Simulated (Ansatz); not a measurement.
Start from Sr in the fcc (Cu type) structure (space group Fm-3m, No. 225; a = 5.923 Å). Axes: x, y, z lie along the cube axes.

Calculations: PBEsol (Ansatz, a first-principles code, PAW, spin-orbit coupling left out).

Strains are applied to the cell and any free atomic positions relax; under biaxial strain the out-of-plane vector relaxes too.

One change was made to it. Results:

The energy grows by 4.3 meV/atom; the band gap remains zero; the volume per atom drops by 1.31 Å³ (51.93 Å³ → 50.62 Å³).

Which change produced these results?
A) biaxial strain −1.00 %, plane normal [001], relaxed out of plane
B) biaxial strain +0.50 %, plane normal [001], relaxed out of plane
C) biaxial strain −3.00 %, plane normal [001], relaxed out of plane
D) biaxial strain −0.50 %, plane normal [001], relaxed out of plane
E) biaxial strain +3.00 %, plane normal [001], relaxed out of plane

C, biaxial strain −3.00 %, plane normal [001], relaxed out of plane. For comparison, the energy relative to the base in the other runs: biaxial strain −1.00 %, plane normal [001], relaxed out of plane gives +0.4 meV/atom; biaxial strain +3.00 %, plane normal [001], relaxed out of plane gives +2.5 meV/atom; biaxial strain +0.50 %, plane normal [001], relaxed out of plane gives +0.1 meV/atom; biaxial strain −0.50 %, plane normal [001], relaxed out of plane gives +0.1 meV/atom.

No phonon test of stability was made.
